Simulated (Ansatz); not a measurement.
## Defect calculation: V_N in wurtzite AlN

The numbers are results of PBE, PAW (plane waves to 420 eV; Ansatz, a quantum-chemistry and plane-wave program), not measurements. Cell: 96 sites, 3×2×2; final energies on a 2×2×2 shifted mesh. Site at the start: the N site. Finite-size correction: monopole term and site-potential alignment. Dielectric constants: PBE linear response of the host. Host gap at this level: 4.03 eV. Finite-size and sampling errors can reach tenths of an eV here. Levels are measured in PBE's own, too narrow, gap. Spin–orbit coupling is left out. Each state is the lowest found from its start.

Formation energies E_f are given with the Fermi level at the valence-band maximum. Chemical conditions: Al-rich (Δμ(N) = -2.74 eV; only phases computed here count, gases as isolated molecules at 0 K); N-rich (Δμ(N) = 0.00 eV; only phases computed here count, gases as isolated molecules at 0 K). Reference phases: N: N2 molecule in a box.

```tsv
charge	moment (μB)	largest move off a lattice site (Å)	image correction with alignment (eV)	E_f, Al-rich (eV)	E_f, N-rich (eV)
+3†	not spin-polarised	0.64	1.66	–	–
+2	1.0	0.38	0.67	-0.40	2.33
+1	not spin-polarised	0.09	0.14	-0.26	2.48
0	1.0	0.11	0.00	3.03	5.76
−1†	not spin-polarised	0.21	0.28	–	–
```

† Not settled in this cell, so no level is given: charge +3: level within 0.1 eV of a band edge or past it; charge −1: no spin-polarised start tried.

Transition levels above the valence-band maximum: ε(+2/+1) = 0.14 eV; ε(+1/0) = 3.29 eV. With a charge missing or unsettled, these needn't be thermodynamic levels.

Flagged in the runs: a host whose relaxation on this sampling wasn't shown to rest, a strain field that reaches the edge of the cell.

All states together cost very roughly 80 core-minutes.
